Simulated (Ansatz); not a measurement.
System: interstitial Li in zinc-blende InP (charge state +1). The step: a direct jump of one Li atom; the atom moves 2.59 Å along (0.25, 0.25, -0.25) of the unit cell; the moving atom starts with neighbours 3 In at 3.04, 3 In at 3.07; 3 P at 2.55, P at 2.60 Å and ends with 4 In at 2.76; 2 P at 2.92, 2 P at 2.93, 2 P at 2.95 Å. DFT values are from Ansatz (plane-wave PAW, 420 eV unless said) in a cell of 64 host sites, spin-restricted, static, with no finite-size correction. The charge state is imposed; whether it is stable for some Fermi level was not computed. Sites that were not tried may lie lower. For the PBE band: the check of the saddle point's order was inconclusive, and it lies on a symmetry element of the cell, where a band can be held.

```tsv
Level	Forward barrier (eV)	Cost of the band or of the saddle's single point
CHGNet universal potential (has no charge state), its own band	0.25	-
PBE, one k-point at (0.250, 0.250, 0.250), band relaxed	0.57	around 100 core-minutes (rough)
PBE, a 2×2×2 k-point mesh shifted by half a step, same geometries	0.56	about 11 core-minutes (a rough figure)
r2SCAN at 500 eV, one k-point at (0.250, 0.250, 0.250), same geometries	___	roughly 4 core-minutes
```

Q: Some entries are withheld; supply them.

A: 
- r2SCAN at 500 eV, one k-point at (0.250, 0.250, 0.250), same geometries, Forward barrier (eV): 0.61

Ansatz is a program for electronic structure.
